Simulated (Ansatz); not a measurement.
The reference is NbSi₂ (space group P6_222, No. 180; a = 4.793 Å, c = 6.585 Å). Axes: x lies along a and z along c of the hexagonal cell.

All numbers come from r2SCAN (Ansatz, a first-principles code), no spin-orbit coupling.

For the base:

```
Item       Result
--------  -------
Pressure  0.0 GPa
```

Modification: the symmetric strain tensor [0.0065 -0.0103 0.0052; -0.0103 0.0193 0.0093; 0.0052 0.0093 -0.0036]; the atoms relax in the strained cell.

Problem. What happens to the energy relative to the base?

Solution. The energy rises by 12 meV/atom.

Problem. What happens to the pressure?

Solution. The pressure (mean of the normal stresses, compression positive) goes from zero to -3.3 GPa.

Problem. What does the calculation give for the largest internal atomic displacement after the change?

Solution. The largest internal atomic displacement is 0.020 Å.

Without a gap, meshes like the base's 11×11×7 leave anisotropic stresses uncertain by several tenths of a GPa, and small strain energies with them. Whether these cells are dynamically stable was not tested. The final runs are not spin-polarised. An odd electron count without spin: NbSi2.
